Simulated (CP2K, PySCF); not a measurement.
A CP2K input for a self-consistent single point of As (R-3m, 2 atoms in the cell) (DFT PBEsol, GPW, DZVP-MOLOPT-PBE-GTH basis, GTH-PBE potentials (POTENTIAL_UZH)):

```
&GLOBAL
  PROJECT calc
  RUN_TYPE ENERGY_FORCE
  PRINT_LEVEL LOW
&END GLOBAL
&FORCE_EVAL
  METHOD Quickstep
  STRESS_TENSOR ANALYTICAL
  &DFT
    BASIS_SET_FILE_NAME BASIS_MOLOPT_UZH
    POTENTIAL_FILE_NAME POTENTIAL_UZH
    &QS
      METHOD GPW
      EPS_DEFAULT 1E-10
    &END QS
    &MGRID
      CUTOFF 400
      REL_CUTOFF 50
      NGRIDS 5
    &END MGRID
    &SCF
      SCF_GUESS ATOMIC
      EPS_SCF 1E-7
      MAX_SCF 100
      ADDED_MOS 4
      &DIAGONALIZATION
        ALGORITHM STANDARD
      &END DIAGONALIZATION
      &MIXING
        METHOD BROYDEN_MIXING
        ALPHA 0.3
        NBUFFER 10
        BETA 1.5
      &END MIXING
      &SMEAR ON
        METHOD FERMI_DIRAC
        ELECTRONIC_TEMPERATURE [K] 580.23
      &END SMEAR
    &END SCF
    &KPOINTS
      SCHEME MONKHORST-PACK 7 7 7
    &END KPOINTS
    &XC
      &XC_FUNCTIONAL
        &PBE
          PARAMETRIZATION PBESOL
        &END PBE
      &END XC_FUNCTIONAL
    &END XC
    &PRINT
      &MO
        EIGENVALUES T
        OCCUPATION_NUMBERS T
        NDIGITS 8
        FILENAME mo
        &EACH
          QS_SCF 0
        &END EACH
        ADD_LAST NUMERIC
      &END MO
      &MULLIKEN OFF
      &END MULLIKEN
    &END PRINT
  &END DFT
  &SUBSYS
    &CELL
      ABC 4.13273200 4.13273263 4.13273223
      ALPHA_BETA_GAMMA 54.11762665 54.11762545 54.11762949
      PERIODIC XYZ
    &END CELL
    &COORD
      SCALED
      As       0.22700000     0.22700000     0.22700000
      As       0.77300000     0.77300000     0.77300000
    &END COORD
    &KIND As
      BASIS_SET DZVP-MOLOPT-PBE-GTH-q5
      POTENTIAL GTH-PBE-q5
    &END KIND
  &END SUBSYS
  &PRINT
    &FORCES ON
    &END FORCES
    &STRESS_TENSOR ON
    &END STRESS_TENSOR
  &END PRINT
&END FORCE_EVAL
```

Translate this input to PySCF.

This is the input that was run; spellings and numerical settings could be chosen otherwise.

```python
import numpy as np
from pyscf.pbc import gto, scf, dft

cell = gto.Cell()
cell.a = np.array([[3.68036381, -1.88, 0],
              [3.68036381, 1.88, 0],
              [2.72002397, 0, 3.11142208]])
cell.atom = '''
As     2.28833061              0     0.70629281
As     7.79242098              0     2.40512927
'''
cell.unit = 'Angstrom'
cell.basis = 'gth-dzvp-molopt-sr'
cell.pseudo = 'gth-pbe'
cell.ke_cutoff = 50
cell.precision = 1e-06
cell.max_memory = 2000
cell.verbose = 4
cell.build()

kpts = cell.make_kpts([7, 7, 7])
kdft = dft.KRKS(cell, kpts).multigrid_numint()
kdft.xc = 'PBESOL'
kdft.conv_tol = 1e-09
kdft.max_cycle = 100
kdft.diis_start_cycle = 5
kdft.damp = 0.7
kdft = scf.addons.smearing_(kdft, sigma=0.00183747, method='fermi')
kdft.kernel()

res = dict(e_tot=kdft.e_tot, converged=kdft.converged, nao=cell.nao, mesh=cell.mesh, nelectron=cell.nelectron)
res.update(e_free=kdft.e_free, e_zero=kdft.e_zero)
np.savez('results.npz', **res)
eps, occ = np.array(kdft.mo_energy), np.array(kdft.mo_occ)
nk = len(kdft.kpts)
res.update(mo_energy=eps, mo_occ=occ)
print('electrons per cell = %.6f' % (occ.sum() / nk))
full = 1.0
print('highest filled level = %.6f Ha, lowest empty level = %.6f Ha' % (eps[occ > full].max(), eps[occ <= full].min()))
np.savez('results.npz', **res)
```

Basis, cutoffs, solver keys and any potentials are the target program's own. This input uses DFT PBESOL, Gaussian basis gth-dzvp-molopt-sr, GTH pseudopotentials gth-pbe, FFT density fitting with multigrid.

The starting cell has typed, rounded lattice constants, without a prior relaxation at this level.
